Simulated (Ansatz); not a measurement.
The reference is C in the diamond structure (space group Fd-3m, No. 227; a = 3.560 Å). Axes: x, y, z lie along the cube axes.

Method: r2SCAN (Ansatz, a first-principles code; PAW; 500 eV plane waves; without spin-orbit coupling).

Strains are applied to the cell and any free atomic positions relax.

One change was made to it. Results:

```tsv
quantity	base	after
shortest interatomic distance	1.542 Å	1.549 Å
band gap	4.36 eV	4.13 eV
pressure (mean of the normal stresses, compression positive)	0.01 GPa	-6.51 GPa
```

Question: What was done to the base?
A. uniaxial strain ε_zz = +1.00 %
B. uniaxial strain ε_zz = +2.00 %
C. uniaxial strain ε_zz = +3.00 %
D. uniaxial strain ε_zz = +2.50 %
E. uniaxial strain ε_zz = +1.50 %

Answer: E, uniaxial strain ε_zz = +1.50 %. For comparison, the band gap in the other runs: uniaxial strain ε_zz = +1.00 % gives 4.21 eV; uniaxial strain ε_zz = +3.00 % gives 3.90 eV; uniaxial strain ε_zz = +2.00 % gives 4.05 eV; uniaxial strain ε_zz = +2.50 % gives 3.98 eV.

Stability against distortions was not tested.
